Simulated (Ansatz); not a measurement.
## A computed series for TaN: pressure series

Take TaN in the rock salt structure (space group Fm-3m, No. 225) as the base.

```cif
data_N4Ta4
_chemical_formula_sum 'N4 Ta4'
_space_group_name_H-M_alt 'Fm-3m'
_space_group_IT_number 225
_space_group_name_Hall '-F 4 2 3'
_cell_length_a 4.39591
_cell_length_b 4.39591
_cell_length_c 4.39591
_cell_angle_alpha 90.000
_cell_angle_beta 90.000
_cell_angle_gamma 90.000
loop_
_atom_site_label
_atom_site_type_symbol
_atom_site_symmetry_multiplicity
_atom_site_Wyckoff_symbol
_atom_site_fract_x
_atom_site_fract_y
_atom_site_fract_z
_atom_site_occupancy
N1 N 4 a 0.00000 0.00000 0.00000 1
Ta1 Ta 4 b 0.50000 0.50000 0.50000 1
```
(The calculation used a cell of 2 atoms; values per cell refer to that cell.)

Cell and atoms are relaxed at each pressure.

Level of theory: plane-wave PAW DFT at the r2SCAN level (Ansatz, an electronic-structure program, 500 eV), no SOC, earlier PAW set.

| pressure (GPa) | volume per atom (Å³/atom) |
|---|---|
| -2 | 10.680 |
| -1 | 10.649 |
| 0 | 10.618 |
| 1.8 | 10.565 |
| 4.2 | ? |
| 9 | 10.364 |
| 18 | 10.139 |
| 30 | 9.874 |
| 60 | 9.336 |

Q: Fit the third-order Birch–Murnaghan form P(V) = (3B₀/2)[(V₀/V)^(7/3) − (V₀/V)^(5/3)]·[1 + (3/4)(B₀′ − 4)((V₀/V)^(2/3) − 1)] (squares taken in P) to the rows shown and predict the withheld row.

A: Least squares on the printed values gives V₀ = 10.618 Å³/atom, B₀ = 352 GPa, B₀′ = 4.3; this predicts 10.496 Å³/atom, and the run gives 10.496 Å³/atom, in agreement.

Load acts through the strain it causes; cell and atoms are relaxed under it. Stability against distortions was not tested. Competing high-pressure phases were not computed. All final runs are without spin polarisation. This is not the structure that TaN has at room temperature and ambient pressure.
